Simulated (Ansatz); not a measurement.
Phonon-limited resistivity of NbH₂ (Fm-3m) against temperature in μΩ·cm, Ansatz (a first-principles code) with PBEsol, DFPT electron-phonon coupling, linearised Boltzmann equation, harmonic crystal at a fixed cell.

```tsv
T	ρ
50 K	0.29
77 K	1.16
100 K	?
150 K	?
200 K	6.8
250 K	9.1
273 K	?
300 K	11.3
```

Question: Fill in the missing entries.

Answer: 
- 100 K, ρ: 2.2
- 150 K, ρ: 4.5
- 273 K, ρ: 10.1

A metal at this level (no band gap). Only scattering by harmonic phonons is included (no impurities, grain boundaries, electron-electron scattering or thermal expansion). Spin-orbit coupling is left out. Halving the electron mesh (32x32x32) moves the resistivity by up to 3 %. Smearing 0.20 eV; phonons on a 5x5x5 q mesh, which this run doesn't test and which matters most at low temperature.

Formula and space group known from diffraction (Crystallography Open Database), not checked to be the room-temperature form: NbH2 (Fm-3m).
